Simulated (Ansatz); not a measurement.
Consider ZnS in the wurtzite structure (space group P6_3mc, No. 186).

```
CELL_PARAMETERS angstrom
      3.84514     0.00000     0.00000
     -1.92257     3.32999     0.00000
      0.00000     0.00000     6.30573
ATOMIC_POSITIONS crystal
  Zn 0.66667 0.33333 0.99985
  Zn 0.33333 0.66667 0.49985
  S  0.66667 0.33333 0.62535
  S  0.33333 0.66667 0.12535
```

Cartesian axes are those of the cell as printed.

Method: PBE (Ansatz, an electronic-structure program, PAW, spin-orbit coupling left out), earlier PAW set.

One thing is altered: the cell is scaled by 0.9729 in all directions; the atoms relax in the strained cell.

Task: Predict the stress tensor and what it implies for the stiffness.

Result: Stress of the strained cell less that of the base (GPa, compression positive):
```
   6.75    0.00    0.00
   0.00    6.75    0.00
   0.00    0.00    7.04
```

Then B = −ΔP/(ΔV/V₀) with ΔV/V₀ = -0.0791 gives secant stiffness values (nonlinear terms included at this strain): B (at held cell shape, above the free-shape value) ≈ 87 GPa.

As a check, the harmonic strain energy −½ V₀ Δσ:ε is 35 meV/atom; the computed energy rise is 32 meV/atom.

Whether these cells are dynamically stable was not tested.
